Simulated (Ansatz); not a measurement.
Cost and result by functional for the surface energy of the (321) surface of fcc Ir in its 1x1 cell, outermost plane spacing 0.52 Å in the ideal cut, in Ansatz (plane waves, PAW). Single points on the PBE structure, on one kind of machine; costs are rough ratios of the slab run's core time (references not counted) to the cheapest single point. r2SCAN's cost holds its higher cutoff (500 against 420 eV). Differences are taken against r2SCAN for comparison alone: no measured value is at hand, so the table doesn't rank accuracy.

Model: 21-atom slab, 10.3 Å thick at the start (thin: gaps and levels are the slab's own), 8x7x1 mesh, Fermi-Dirac 0.1 eV, dipole correction, all atoms relaxed; held to the start's symmetry, so lower structures may exist; no spin, no spin-orbit, no U. These notes are the PBE run's.

```tsv
functional	relative cost	surface energy (J/m²)	less r2SCAN (J/m²)
LDA	1	3.51	0.38
RPBE	1	2.61	-0.52
PBEsol	1	3.34	0.21
r2SCAN	2	3.13	0.00
PBE (the relaxed run's value)	–	2.87	-0.26
```

The values span 0.90 J/m², while the single points' costs differ by a factor of roughly 2. Differences are of unrounded values.

Ansatz is a first-principles code.
